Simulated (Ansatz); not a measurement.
Structures of equal composition on the (111)A surface of 3C silicon carbide (Si plane on top): (√3x√3)R30° In adatom at H3; (√3x√3)R30° In adatom at T4. The slabs share one bottom face, and each structure is named by its start. These are constructed structures in small cells; real faces may alloy, dewet or reconstruct in larger ones, and not all known structures of the face are among them. Slabs of about 10 Å with all that they carry, Fermi-Dirac smearing of 0.025 eV. Bottom of the slabs: H caps. Relaxed from the named starts with such symmetry as they have, on meshes of like density; energies extrapolated to zero smearing; no spin-orbit coupling, no U. Spin-polarised runs, if any, are marked in brackets, and their order is one that fits the cell; the others ran without spin. Where a second, spin-polarised start was run, the lower counts.

Host crystal: 3C silicon carbide, with a band gap (PBE, scalar-relativistic without spin-orbit coupling).

The numbers are results of PBE (plane waves to 420 eV, PAW; Ansatz, a first-principles code), not measurements.

Task: Rank these by energy per 1x1 cell (lowest first), as PBE gives it.

Result: (√3x√3)R30° In adatom at T4 (0.000 eV, gap 1.34 eV on the mesh), (√3x√3)R30° In adatom at H3 (0.135 eV, gap 0.95 eV on the mesh)
